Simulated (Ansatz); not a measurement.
The parent structure is Cs2AgBiBr6 (space group Fm-3m, No. 225; a = 11.1874 Å).

The values are results of Kohn–Sham DFT with the PBEsol functional, run in Ansatz (an electronic-structure program) with PAW and 420 eV plane waves, no spin-orbit coupling, not measurements.

Base values:

* **Electron mass**: 0.36 mₑ along k, 0.25 mₑ across (at L)
* **Width of the top valence band**: 1.27 eV
* **Lattice parameter a**: 11.187 Å

Perturbation: hydrostatic tension (pressure −1 GPa).

### Question
Predict the new electron mass.

### Answer
The electron mass goes from 0.36 mₑ along k, 0.25 mₑ across (at L) to 0.35 mₑ along k, 0.25 mₑ across (at L).

### Question
What happens to the width of the top valence band?

### Answer
The width of the top valence band drops by 0.13 eV to 1.14 eV.

### Question
How does this affect the lattice parameter a?

### Answer
The lattice parameter a rises by 0.160 Å (11.187 Å → 11.347 Å).

With Bi present, leaving out spin-orbit coupling can change the band edges. The levels and masses belong to the bands next to the band gap. Load acts through the strain it causes; cell and atoms are relaxed under it. Effective masses come from finite differences of ±0.01 Å⁻¹. Along k means along the line from Γ to the band edge. Stability against distortions was not tested.
